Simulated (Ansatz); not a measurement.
# Si: Si vacancy, symmetric start

The parent structure is an 8-atom supercell of Si in the diamond structure (space group Fd-3m, No. 227; a = 5.434 Å) at its relaxed geometry.

The change: a neutral Si vacancy, symmetric start, atoms relaxed at fixed cell.

The values are results of PBEsol, PAW, 420 eV (Ansatz, a quantum-chemistry and plane-wave program; no SOC), earlier PAW set, not measurements. Γ-centred 5×5×5 mesh, Fermi–Dirac width 0.01 eV.

The pressure goes from zero to -4.6 GPa and the energy gained by relaxation amounts to 0.02 eV. The largest displacement of a host atom from its site in the perfect cell is 0.05 Å and the mean distance from the defect site to its nearest host atoms falls by 0.046 Å, from 2.35 Å to 2.31 Å.

Cost of the whole job for the changed cell (relaxation, final SCF and bands): roughly 27 core-seconds.

Other magnetic orders, which the real material may have, were not ruled out. The cell is small, so the values are those of an ordered compound at a high defect concentration; dilute-limit values will differ. The mesh was chosen for an insulator and is coarse for the gapless case. The defect started on the symmetric site and kept its symmetry, so it may sit on a saddle. Seeded moments were not kept for Si vacancy. The defect cell is spin-polarised and ends with 0.1 μB.
